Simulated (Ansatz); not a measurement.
Take TiO2 in the anatase structure (space group I4_1/amd, No. 141) as the base.

```yaml
crystal:
  lattice:
    - [-1.89921, 1.89921, 4.85192]
    - [1.89921, -1.89921, 4.85192]
    - [1.89921, 1.89921, -4.85192]
  atoms:
    - { symbol: Ti, position: [0.50000, 0.50000, 0.00000] }
    - { symbol: Ti, position: [0.25000, 0.75000, 0.50000] }
    - { symbol: O, position: [0.29360, 0.29360, 0.00000] }
    - { symbol: O, position: [0.04360, 0.54360, 0.50000] }
    - { symbol: O, position: [0.45640, 0.95640, 0.50000] }
    - { symbol: O, position: [0.70640, 0.70640, 0.00000] }
```

All numbers come from PBE in Ansatz (plane waves to 420 eV, PAW, no spin-orbit coupling), earlier PAW set.

For the base:

| Quantity | Result |
|---|---|
| Smallest direct gap | 2.43 eV |
| Band gap | 2.13 eV |
| Shortest interatomic distance | 194.6 pm |
| Width of the top valence band | 0.84 eV |

The change: cell and atoms relaxed at a pressure of 18 GPa.

Q: What happens to the smallest direct gap, band gap, shortest interatomic distance and width of the top valence band?

A: The smallest direct gap goes up by 0.064 eV to 2.50 eV; the band gap drops by 0.16 eV to 1.97 eV; the shortest interatomic distance drops by 4.3 pm to 190.3 pm; the width of the top valence band grows by 0.196 eV (0.84 eV → 1.03 eV).

Load acts through the strain it causes; cell and atoms are relaxed under it. Stability against distortions was not tested. No other phases were tried under pressure. All final runs are without spin polarisation.

Ansatz is an electronic-structure program.
